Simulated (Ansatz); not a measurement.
Functionals compared on H on the 1x1 (111) surface of fcc Ni, ferromagnetic, one in a 2x2 cell, started at the site 'bridge Ni-Ni (span 2.5 Å)', in Ansatz (plane waves, PAW). The structure was relaxed with PBE; the other rows are single points on it, each with its references at the same level. Cutoff 420 eV.

Set-up: 17 atoms, 6.0 Å thick at the start under the adsorbate (thin: gaps and levels are the slab's own); mesh 7x7x1; 0.1 eV smearing; dipole correction on; 8 atoms held, the rest relaxed; start symmetry kept, larger cells not searched; spin-polarised, no spin-orbit, no U, no dispersion correction. At the end it is bonded to 3 Ni. In PBE it is, or lies within 0.03 eV of, the lowest of the starts that converged. These notes are the PBE run's. Adsorption energies are against ½ H2(g). A negative adsorption energy means that the adsorbate is more stable on the surface than in its reference.

```
functional  adsorption energy (eV)  work function of the top face (eV)  change of the work function (eV)  magnetic moment of the cell (μB)         rough cost of the single point
----------  ----------------------  ----------------------------------  --------------------------------  --------------------------------  -------------------------------------
PBE                          -0.56                                5.10                              0.03                             10.02                                      –
RPBE                    (withheld)                          (withheld)                        (withheld)                             10.16  about 7 core-minutes (a rough figure)
```

Fill in the missing entries.


- RPBE, adsorption energy (eV): -0.39
- RPBE, work function of the top face (eV): 4.94
- RPBE, change of the work function (eV): 0.04

Ansatz is a quantum-chemistry and plane-wave program.
